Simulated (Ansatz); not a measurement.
The decay constant κ of evanescent states in the gap governs leakage through a thin film.

Input:

```
Ga2O3
1.0
    4.89745     0.00000     0.00000
   -2.44873     4.24132     0.00000
    2.44873     1.41377     4.39388
Ga O
4 6
Direct
  0.28882   0.14441   0.56677
  0.71118   0.85559   0.43323
  0.71118   0.35559   0.93323
  0.28882   0.64441   0.06677
  0.80316   0.55316   0.25000
  0.19684   0.44684   0.75000
  0.19684   0.25000   0.25000
  0.80316   0.75000   0.75000
  0.50000   0.94684   0.25000
  0.50000   0.05316   0.75000
```

Space group of this cell: R-3c, corundum. The cell is strained (all lengths scaled by 0.98); by r2SCAN its mean pressure is 14.6 GPa.

Transport runs along the normal of the first two printed cell vectors, the (001) plane of the conventional cell.

The gap is the functional's own. No spin-orbit coupling. Mid-gap values are interpolated on the energy grid.

Task: Give the band gap and the smallest decay constant κ at mid-gap that r2SCAN (Ansatz, an electronic-structure program) yields.

Result: Gap 4.20 eV on a 8×8×8 mesh; κ = 0.280 1/Å, at the zone centre.
